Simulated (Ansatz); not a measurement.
## Effect of pressure 15 GPa on ZnCu2SnS4

Consider ZnCu₂SnS₄ (space group I-4, No. 82; a = 5.374 Å, c = 10.755 Å).

Modification: cell and atoms relaxed at a pressure of 15 GPa.

Method: PBEsol, PAW, 420 eV (Ansatz, an electronic-structure program; no spin-orbit coupling). Settings: 9×9×9 k-points, 0.05 eV Fermi–Dirac smearing.

```csv
quantity,base,changed,shift
volume per atom,19.41 Å³,16.95 Å³,-2.46 Å³
lattice parameter a,5.374 Å,5.134 Å,-0.240 Å
c/a ratio,2.001,2.004,+0.003
shortest interatomic distance,2.271 Å,2.166 Å,-0.1056 Å
enthalpy H = E + PV relative to the base's energy,–,+1.69 eV/atom,–
band gap (uncertain: the Fermi level lies in a band; the base alone),0.11 eV,0.51 eV,+0.40 eV
```

Load acts through the strain it causes; cell and atoms are relaxed under it. Stability against distortions was not tested. Competing high-pressure phases were not computed. All final runs are without spin polarisation. A zero or small gap of ZnCu2SnS4 can be the functional's error rather than a property of the material.
